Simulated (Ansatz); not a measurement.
System: InS (within 0.1 Å of Pnnm, No. 58, 8 atoms in the cell; start mp-630528). Method: HSE06 in Ansatz (plane waves, PAW).

Run with plane-wave cutoff 500 eV, 8×2×6 k mesh (along the axes of the cell as run), gaussian smearing 0.02 eV, scalar-relativistic PAW data made under PBE.

Cell (relaxed with PBEsol):

InS is modelled in the orthorhombic space group Pnnm (No. 58), Pearson symbol oP8. Cell: a = 4.3733 Å, b = 10.6811 Å, c = 3.9505 Å, α = β = γ = 90.00°. In on 4g has 3 S at 2.516–2.574 Å (trigonal pyramidal). S on 4g sees 3 In at 2.516–2.574 Å (trigonal pyramidal). (Neighbours: up to the widest gap in distance over summed covalent radii, below 1.35, at either atom; cation-cation and far metal-metal contacts left out.)

Problem. What does this level give for the band gap?

Solution. 
* **band gap**: 1.97 eV (on the SCF k mesh)

Note: cell and atoms aren't relaxed at this level (pressure 1.2 GPa).

Spin–orbit coupling is not included.

Computed values are for the static lattice.

A start named mp-… is a Materials Project structure, which need not be a measured phase.

Ansatz is an electronic-structure program.
